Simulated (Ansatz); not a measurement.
Consider Cs2AgBiBr6 (space group Fm-3m, No. 225; a = 10.9963 Å). Axes: x, y, z lie along the cube axes.

The values are results of LDA/PAW in Ansatz (an electronic-structure program), no SOC, not measurements.

Before the change:

- Band gap: 0.94 eV

Perturbation: biaxial strain +0.75 %, plane normal [001], relaxed out of plane (Cartesian); in-plane vectors clamped, the third vector and the atoms free.

Problem. What happens to the energy relative to the base?

Solution. The energy increases by 0.8 meV/atom.

Problem. Predict the new band gap.

Solution. The band gap shrinks by 0.045 eV (0.94 eV → 0.90 eV).

Spin-orbit coupling, missing from the scalar runs, can matter with Bi. No phonon test of stability was made.
